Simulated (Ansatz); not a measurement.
Consider the following.

```
CELL_PARAMETERS angstrom
      0.00000     2.26591     2.25736
      2.26591     0.00000     2.25736
      2.26591     2.26591     0.00000
ATOMIC_POSITIONS crystal
  B  0.00000 0.00000 0.00000
  P  0.25000 0.25000 0.25000
```

These are PBEsol with spin-orbit coupling, rigid bands (plane waves, PAW; Ansatz, a program for electronic structure) values and carry that method's errors. Condition of this run: biaxial stress xx = yy = -1 GPa (compression positive) (the target of the relaxation). Geometry: cell and atoms relaxed with PBEsol, then loaded as said.

Task: Predict the hole conductivity mass (n e² τ/σ) at 300 K, by direction if it differs.

Result: 0.43 mₑ.

Task: What conductivity effective mass do dilute electrons have at 300 K?

Result: 0.26 (x), 0.26 (y), 0.65 (z) mₑ.

Task: And the band gap?

Result: 1.06 eV at this level; semilocal functionals usually fall short of the measured gap.

Rigid bands, one relaxation time for all states, no polarons.
